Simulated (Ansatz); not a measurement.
Base system: Cu3N (space group Pm-3m, No. 221; a = 3.765 Å). Axes: x, y, z lie along the cube axes.

Method: Kohn–Sham DFT with the PBEsol functional, run in Ansatz (a quantum-chemistry and plane-wave program) with PAW and 420 eV plane waves, no spin-orbit coupling, earlier PAW set.

Strains are applied to the cell and any free atomic positions relax; under biaxial strain the out-of-plane vector relaxes too; under stress the whole cell relaxes.

One change was made to it. Results:

The energy grows by 10 meV/atom; the shortest interatomic distance increases by 0.014 Å to 1.896 Å.

**Question.** Name the change that was made.
(A) biaxial strain +3.71 %, plane normal [111], relaxed out of plane
(B) biaxial strain −3.42 %, plane normal [001], relaxed out of plane
(C) uniaxial stress, 8 GPa compression along z
(D) uniaxial strain ε_zz = +0.84 %
(E) biaxial strain −1.22 %, plane normal [110], relaxed out of plane

**Answer.** A, biaxial strain +3.71 %, plane normal [111], relaxed out of plane. For comparison, the energy relative to the base in the other runs: biaxial strain −3.42 %, plane normal [001], relaxed out of plane gives +35 meV/atom; uniaxial stress, 8 GPa compression along z gives +8.7 meV/atom; uniaxial strain ε_zz = +0.84 % gives +0.8 meV/atom; biaxial strain −1.22 %, plane normal [110], relaxed out of plane gives +2.3 meV/atom.

Stability under load was not tested beyond the relaxation. All final runs are without spin polarisation.
